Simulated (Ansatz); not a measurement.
Reference: MgSe (Fm-3m), PBEsol, rigid bands (plane waves, PAW, scalar-relativistic; Ansatz, a first-principles code); axes and stresses refer to this cell.

```xyz
2
Lattice="0.0000 2.7249 2.7249 2.7249 0.0000 2.7249 2.7249 2.7249 0.0000" Properties=species:S:1:pos:R:3 pbc="T T T"
Mg     0.0000     0.0000     0.0000
Se     2.7249     2.7249     2.7249
```

The band gap is 1.78 eV and the electron conductivity mass is 0.29 mₑ. The hole conductivity mass is 0.79 mₑ.

Question: Change: spin-orbit coupling switched on. What happens to band gap, electron conductivity mass, hole conductivity mass?

Answer: band gap drops to 1.64 eV; electron conductivity mass moves little, to 0.29 mₑ; hole conductivity mass increases to 0.95 mₑ.

Masses are for dilute carriers at 300 K, harmonic means over directions unless an axis is named. Spin-orbit coupling is left out unless a row names it; without it hole values are far off for these elements.
